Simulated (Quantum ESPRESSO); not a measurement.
Input and output of a self-consistent single point for CsK₃ (Pm-3m, 4 atoms in the cell) (Quantum ESPRESSO).

Level of theory: PBEsol, GBRV 1.5 ultrasoft (PBESOL) pseudopotentials (plane waves; Quantum ESPRESSO 7.5).

```
CELL_PARAMETERS angstrom
      7.03429     0.00000     0.00000
      0.00000     7.03429     0.00000
      0.00000     0.00000     7.03429
ATOMIC_POSITIONS crystal
  K  0.00000 0.50000 0.50000
  K  0.50000 0.00000 0.50000
  K  0.50000 0.50000 0.00000
  Cs 0.00000 0.00000 0.00000
```

Reference input (self-consistent single point, DFT, PBEsol, plane waves, GBRV 1.5 ultrasoft (PBESOL) pseudopotentials): ecutwfc = 40 Ry; ecutrho = 200 Ry; occupations = smearing; smearing = fermi-dirac; degauss = 0.0073499 Ry; potentials = {K: k_pbesol_v1.4.uspp.F.UPF, Cs: cs_pbesol_v1.uspp.F.UPF}; K_POINTS = automatic 5 5 5 0 0 0; conv_thr = 1e-09 Ry. This run's input differs from it in these lines:

```diff
@@ -31,3 +31,3 @@
 K_POINTS {automatic}
-5 5 5  0 0 0
+3 3 3  0 0 0
```

Output (repeated stretches shortened):

```
     Self-consistent Calculation

     iteration #  1     ecut=    40.00 Ry     beta= 0.70

     total energy              =    -233.53925576 Ry
     estimated scf accuracy    <       0.39741110 Ry

     iteration #  2     ecut=    40.00 Ry     beta= 0.70

     total energy              =    -233.62131107 Ry
     estimated scf accuracy    <       0.00579681 Ry

     iteration #  3     ecut=    40.00 Ry     beta= 0.70

     total energy              =    -233.64289924 Ry
     estimated scf accuracy    <       0.00862705 Ry

   [... 16 blocks of this kind left out ...]

     iteration # 20     ecut=    40.00 Ry     beta= 0.70

     total energy              =    -233.64536704 Ry
     estimated scf accuracy    <          3.3E-09 Ry

     iteration # 21     ecut=    40.00 Ry     beta= 0.70
     End of self-consistent calculation

     the Fermi energy is     1.6894 ev

!    total energy              =    -233.64536704 Ry
     estimated scf accuracy    <          8.4E-10 Ry
     smearing contrib. (-TS)   =      -0.01313185 Ry
     internal energy E=F+TS    =    -233.63223519 Ry

     convergence has been achieved in  21 iterations

     Forces acting on atoms (cartesian axes, Ry/au):

     atom    1 type  1   force =     0.00000000    0.00000000    0.00000000
   [... zero for the other atoms too ...]

     Total force =     0.000000     Total SCF correction =     0.000000

          total   stress  (Ry/bohr**3)                   (kbar)     P=       -5.27
  -0.00003584   0.00000000   0.00000000           -5.27        0.00        0.00
   0.00000000  -0.00003584   0.00000000            0.00       -5.27        0.00
   0.00000000   0.00000000  -0.00003584            0.00        0.00       -5.27

   JOB DONE.
```

The run converged in 21 iterations. Against the reference run the free energy rises by 21.7 meV/atom and the pressure moves little (-0.56 to -0.53 GPa). The full log also holds: “c_bands:  5 eigenvalues not converged”.

The starting cell comes from a database of computed structures (which also holds hypothetical and non-ambient phases and stackings), without a prior relaxation at this level.

Cost on one core of a shared machine: roughly 90 s.
